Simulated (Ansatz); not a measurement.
Cell of rutile IrO2 (0 0 1) on zinc-blende InSb (0 0 1) (film strained to the substrate, faces as cut), relaxed at this level with a, b, gamma of the cell held:

```
CELL_PARAMETERS angstrom
      4.67632     0.00721    -0.40077
      0.00522     4.69123     0.14688
     -3.08648     3.06901    21.72525
ATOMIC_POSITIONS crystal
  In 0.87578 0.88664 0.25405
  In 0.23945 0.51321 0.09012
  In 0.63603 0.65119 0.53462
  In 0.57738 0.25826 0.41094
  Sb 0.81994 0.44976 0.17534
  Sb 0.66015 0.06555 0.03420
  Sb 0.15454 0.13339 0.49624
  Sb 0.45958 0.82171 0.33249
  Ir 0.64354 0.70111 0.67713
  Ir 0.06435 0.25967 0.60229
  O  0.94922 0.39382 0.67907
  O  0.37268 0.55359 0.60651
  O  0.77032 0.95226 0.60508
  O  0.34959 0.99615 0.67925
  Ir 0.80292 0.58241 0.82412
  Ir 0.22461 0.13902 0.75008
  O  0.10459 0.27633 0.82256
  O  0.52992 0.44539 0.75085
  O  0.91930 0.83511 0.75052
  O  0.49535 0.88577 0.82284
  Ir 0.94421 0.44528 0.97583
  Ir 0.37255 0.02125 0.89530
  O  0.26185 0.15831 0.96938
  O  0.67639 0.32604 0.89473
  O  0.07557 0.72336 0.89599
  O  0.64528 0.77527 0.97079
```

Calculation: PBE (plane waves to 420 eV, PAW; Ansatz, a first-principles code). Spin–orbit coupling is left out; the runs are not spin-polarised. Its k-point mesh 7×7×1, Fermi–Dirac width 0.05 eV.

Question: Give the plane-averaged electrostatic potential energy of an electron along the normal (the smooth PAW potential), about its mean over the cell.

Answer: 
```
z (Å) | V (eV)
    0.000 | ############### -1.30
    0.426 | ###################### 1.09
    0.709 | ###################### 1.10
    1.135 | ################## -0.03
    1.418 | ################ -0.78
    1.844 | ################## -0.08
    2.128 | ##################### 0.81
    2.553 | ########################### 2.94
    2.837 | ############################## 3.77
    3.262 | ########################### 2.86
    3.546 | ########################## 2.38
    3.971 | ########################## 2.35
    4.255 | ########################### 2.75
    4.681 | ########################### 2.94
    4.964 | ######################### 2.09
    5.390 | ###################### 1.25
    5.674 | ####################### 1.55
    6.099 | ########################### 2.82
    6.383 | ############################ 2.96
    6.808 | ######################### 2.28
    7.234 | ######################### 2.18
    7.517 | ########################## 2.51
    7.943 | ########################### 2.94
    8.227 | ######################### 2.28
    8.652 | ###################### 1.28
    8.936 | ####################### 1.50
    9.361 | ############################ 3.11
    9.645 | ############################## 3.75
   10.070 | ######################### 2.27
   10.354 | ##################### 0.96
   10.780 | ############## -1.61
   11.063 | ########### -2.33
   11.489 | ################# -0.47
   11.773 | ###################### 1.22
   12.198 | ###################### 1.11
   12.482 | ########## -2.62
   12.907 | # -5.69
   13.191 | ######### -2.95
   13.616 | ########################## 2.61
   13.900 | ################### 0.20
   14.326 | ## -5.51
   14.751 | ######## -3.43
   15.035 | ##################### 0.83
   15.460 | ################# -0.55
   15.744 | #### -4.66
   16.170 | #### -4.85
   16.453 | ################ -0.80
   16.879 | ####################### 1.39
   17.162 | ######### -2.95
   17.588 | # -5.85
   17.872 | ######### -2.99
   18.297 | ######################## 1.78
   18.581 | ############### -1.21
   19.006 | # -5.73
   19.290 | ###### -4.07
   19.715 | ########################### 2.72
   19.999 | ############################ 3.00
   20.425 | ####### -3.86
   20.708 |  -6.05
   21.134 | ######### -3.02
```
